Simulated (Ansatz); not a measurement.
CuPd (Cmmm, No. 65, 2 atoms in the cell; start mp-1225656; a measured phase of this formula has another space group)

These are LDA (Ansatz, an electronic-structure program, plane waves, PAW) values and carry that method's errors.

Numerical settings: plane-wave cutoff 520 eV, 22×22×14 k mesh (along the axes of the cell as run), Fermi–Dirac smearing 0.05 eV, no spin polarisation, scalar-relativistic PAW data made under PBE.

Cell (relaxed at this level):

Space group Cmmm (No. 65); a = 2.7610 Å, b = 4.3962 Å, c = 4.2249 Å, α = 90.00°, β = 90.00°, γ = 90.00°

```json
[
 {"atom": "Cu", "site": "2a", "symmetry": "mmm", "x": "0.0000", "y": "0.0000", "z": "0.0000"},
 {"atom": "Pd", "site": "2c", "symmetry": "mmm", "x": "0.0000", "y": "0.5000", "z": "0.5000"}
]
```
(The calculation used a cell of 2 atoms; values per cell refer to that cell.)

```json
{
 "bulk_modulus": "200 GPa"
}
```

Note: the run has no spin polarisation, so it can have missed a magnetic state; the bulk modulus is −V dP/dV from two relaxed cells at ±2 % in volume; the relaxation could not lower the start's symmetry, so the cell can be a saddle point above a distorted one.

The computed numbers hold no vibrational or temperature effects.

It cost about 5 core-minutes (a rough figure) of CPU time.

A start named mp-… is a Materials Project structure, which need not be a measured phase.
